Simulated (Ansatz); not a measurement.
**Habitual settings against a tight run: AlCo3 (P6_3/mmc, 8 atoms in the cell)**

Self-consistent single point.

```xyz
8
Lattice="4.9845 0.0000 0.0000 -2.4923 4.3167 0.0000 0.0000 0.0000 4.0133" Properties=species:S:1:pos:R:3 pbc="T T T"
Al     2.4923     1.4389     1.0033
Al     0.0000     2.8778     3.0100
Co     0.0000     1.4235     1.0033
Co     2.4923     2.8933     3.0100
Co     3.7518     0.7117     3.0100
Co    -1.2595     3.6050     1.0033
Co     1.2595     3.6050     1.0033
Co     1.2328     0.7117     3.0100
```
Moments meant for the start (each program seeds them in its own way; μB, in the order of the atoms Al Al Co Co Co Co Co Co): 0.0 0.0 3.0 3.0 3.0 3.0 3.0 3.0.

Computed with PBEsol, default PAW files made with PBE (plane waves; Ansatz, a program for electronic structure).

Base settings: basis.ecutwfc = 420 eV; kpoints.mp_grid.grid = 5 5 6; hamiltonian.xc = pbesol; hamiltonian.pseudopotentials = {kind: paw} (the program's default PAW files); magnetization.spin_polarized = true; scf.occupations.method = cold; scf.occupations.width = 0.136 eV.

Tight run (finer mesh or higher cutoff; not a proven limit): basis.ecutwfc: 420 eV → 590 eV; kpoints.mp_grid.grid: 5 5 6 → 7 7 9; scf.convergence.dr2_threshold: default (1e-07 eV) → 1e-09 eV. It gave Fermi level (on the code's own zero) 17.06 eV; pressure 3.00 GPa; largest force (vector length) 0.065 eV/Å; size of the cell's spin moment 7.34 μB.

Quick runs, as changes from the base:
- A: the base itself
- B: basis.ecutwfc: 420 eV → 210 eV; kpoints.mp_grid.grid: 5 5 6 → 4 4 4
- C: basis.ecutwfc: 420 eV → 295 eV; kpoints.mp_grid.grid: 5 5 6 → 4 4 4; scf.convergence.dr2_threshold: default (1e-07 eV) → 0.0001 eV
- D: basis.ecutwfc: 420 eV → 335 eV; kpoints.mp_grid.grid: 5 5 6 → 2 2 2; scf.occupations.method: cold → methfessel_paxton; scf.convergence.dr2_threshold: default (1e-07 eV) → 0.0001 eV

Energies are extrapolated to zero smearing width, which holds to low order in the width alone.

The count of work is k-points × plane waves × bands × iterations; it is no time. 

Pressures in the table are Ansatz's without its Pulay estimate, at a fixed set of plane waves; the tight run's value above holds the estimate.

The starting cell comes from a database of computed structures (which also holds hypothetical and non-ambient phases and stackings), without a prior relaxation at this level. Its lattice was rescaled by a random factor within 2.5 % of one. The magnetic order is the one reached from the typed start; others were not searched systematically. In the base run, with a pressure of about 3 GPa the cell is away from its equilibrium volume at this level.

```csv
run,energy less tight (meV/atom),pressure less tight (GPa),largest miss in a force vector (eV/Å),size of the net moment less tight (μB/atom),count of work / tight
A,1.7,0.12,0.020,0.02,0.26
B,12045.9,-809.31,0.918,-0.02,0.057
C,567.3,-66.36,0.108,-0.01,0.086
D,90.7,-17.63,0.101,-0.22,0.048
```

Among the runs at the tight run's level, the energy misses run from 1.7 to 12045.9 meV/atom.

Left out of this page: 1 run of the series unsound by tests on forces, stress, charge or solver warnings; 1 run of the series with a known weakness of the program.

Keys are those of Ansatz 0.2.
